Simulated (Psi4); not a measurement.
Psi4 1.11, BP86/def2-svp: In(Br)(Me)(OH) ([CH3][In]([OH])[Br]), 8 atoms. The geometry is a generated start, not checked to be a minimum at this level.

```json
{
 "task": "energy",
 "method": "bp86",
 "basis": "def2-svp",
 "memory": "3 GB",
 "maxiter": "100",
 "keys_of_the_molecule_block": "symmetry c1",
 "scf_type": "df (default)",
 "guess": "auto, which took SAD (default)",
 "scf_initial_accelerator": "adiis (default)",
 "e_convergence": "1e-06 (default)",
 "d_convergence": "1e-06 (default)",
 "dft_radial_points": "75 (default)",
 "dft_spherical_points": "302 (default)",
 "effective_core_potentials": "those of the basis set, past Kr",
 "basis_functions": "106",
 "grid_points": "173123"
}
```

```xyz
8

In     0.3354     0.2958    -0.5356
Br     2.4772     0.4313    -1.8129
C     -0.1921    -0.8988     1.2537
H     -0.6977    -1.7988     0.9171
H     -0.8632    -0.2914     1.8556
H      0.7173    -1.1454     1.7948
O     -1.0090     1.4606    -1.3409
H     -0.7679     1.9467    -2.1318
```

One run each on 2 threads. Values of diis_max_vecs tried: 3, 6, 10 (default), 20.

### Question
Which value of diis_max_vecs needs the fewest SCF iterations, and what happens away from it?

### Answer
Fewest SCF iterations, within one of each other: 6 with 11, 10 (default) with 11, 20 with 11. The count rises to 22 at 3. All converge to one solution.

```
diis_max_vecs  SCF iterations            end
-------------  --------------  -------------
3                          22  same solution
6                          11  same solution
10 (default)               11  same solution
20                         11  same solution
```
